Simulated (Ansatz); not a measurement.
# Response to strain in Ti2GaC

The parent structure is Ti2GaC (space group P6_3/mmc, No. 194; a = 3.045 Å, c = 13.292 Å; a cell from a computed database, its experimental status unchecked). Axes: x lies along a and z along c of the hexagonal cell.

Strains are applied to the cell and any free atomic positions relax; under biaxial strain the out-of-plane vector relaxes too.

All numbers come from DFT with PBEsol, PAW potentials and a 420 eV plane-wave cutoff in Ansatz (a first-principles code), no spin-orbit coupling.

```tsv
variant	shortest interatomic distance	space group
base	209.2 pm	P6_3/mmc (No. 194)
biaxial strain +0.56 %, plane normal [001], relaxed out of plane	[?]	P6_3/mmc (No. 194)
biaxial strain +3.42 %, plane normal [001], relaxed out of plane	213.0 pm	P6_3/mmc (No. 194)
uniaxial strain ε_xx = +0.39 %	209.2 pm	Cmcm (No. 63)
```

Complete the table.


- biaxial strain +0.56 %, plane normal [001], relaxed out of plane, shortest interatomic distance: 209.8 pm

Without a gap, meshes like the base's 18×18×4 leave anisotropic stresses uncertain by several tenths of a GPa, and small strain energies with them. Stability against distortions was not tested. The final runs are not spin-polarised.
